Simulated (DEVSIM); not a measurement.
Structure: abrupt Si n-p junction, at 350 K.

```csv
layer (left to right),material,thickness (μm),Nd (cm⁻³),Na (cm⁻³),τn (s),τp (s)
1,Si,6.30,3.2e18,-,2.7e-7,2.7e-7
2,Si,43.0,-,1.4e15,2.7e-7,2.7e-7
```

Left contact: ohmic. Right contact: ohmic. Voltage is applied to the left contact. Recombination: SRH at mid-gap, radiative, Auger. Mobility is μmin + (μ − μmin)/(1 + (N/Nref)^α).

Constants are typed, rounded textbook-type inputs, not results; the design itself was drawn at random and stands for no fabricated device. Values at 300 K; Nc and Nv go as T^1.5, mobilities as T to minus their exponent, the gap by Varshni's rule with the affinity fixed.

```
parameter               Si
----------------  --------
gap (eV)             1.124
affinity (eV)         4.05
permittivity          11.7
Nc (cm⁻³)          2.86e19
Nv (cm⁻³)           3.1e19
μn (cm²/Vs)           1417
μp (cm²/Vs)            470
μn,min                  52
μp,min                  45
Nref,n              9.7e16
Nref,p              2.2e17
αn                    0.68
αp                    0.72
T exponent of μn       2.3
T exponent of μp       2.2
B (cm³/s)          4.7e-15
Cn (cm⁶/s)         2.8e-31
Cp (cm⁶/s)         9.9e-32
Varshni α (eV/K)  0.000473
Varshni β (K)          636
```

Simulated with DEVSIM: 1D drift-diffusion, Boltzmann statistics, complete ionisation; no tunnelling, impact ionisation, image-force lowering or self-heating.

The doping Nd of layer 1 was swept, all else fixed.

```csv
doping Nd of layer 1 (cm^-3),dark forward voltage at 100 A/cm² (V),largest field in the device at zero bias (V/cm),potential step across the device at zero bias (V)
9.6e16,0.876,22000,0.623
3.2e17,___,___,0.659
9.6e17,0.818,59000,0.693
3.2e18,0.813,110000,0.729
9.6e18,0.812,180000,0.762
```

Question: Complete the blanks.

Answer: 
- 3.2e17, dark forward voltage at 100 A/cm² (V): 0.833
- 3.2e17, largest field in the device at zero bias (V/cm): 36000
